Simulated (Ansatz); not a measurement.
Take Se (space group P3_121, No. 152; a = 4.529 Å, c = 5.042 Å; made of chains) as the base.

(Cell as relaxed with PBE.)

Levels (all Ansatz, an electronic-structure program, PAW, earlier PAW set): PBE (420 eV, spin-orbit coupling left out); r2SCAN (500 eV, scalar-relativistic without spin-orbit coupling).

Each level relaxes its own structure.

```tsv
base	PBE	r2SCAN
volume per atom	29.86 Å³	29.25 Å³
lattice parameter a	4.529 Å	4.507 Å
band gap	1.04 eV	1.33 eV
```

One thing is altered: W takes the place of Se on all its sites, then cell and atoms are relaxed.

```
quantity                     PBE           r2SCAN
---------------  ---------------  ---------------
band gap                    zero             zero
volume per atom         16.13 Å³         15.93 Å³
space group      Im-3m (No. 229)  Im-3m (No. 229)
```

PBE's volume per atom lies 0.209 Å³ above r2SCAN's (1.3 %); the two agree on the band gap and space group. Neither level is exact; r2SCAN is the comparison here, not a measurement.

Whether these cells are dynamically stable was not tested. All final runs are without spin polarisation. No dispersion term is included, though the crystal is made of layers, chains or molecules, so its spacings can come out too wide.
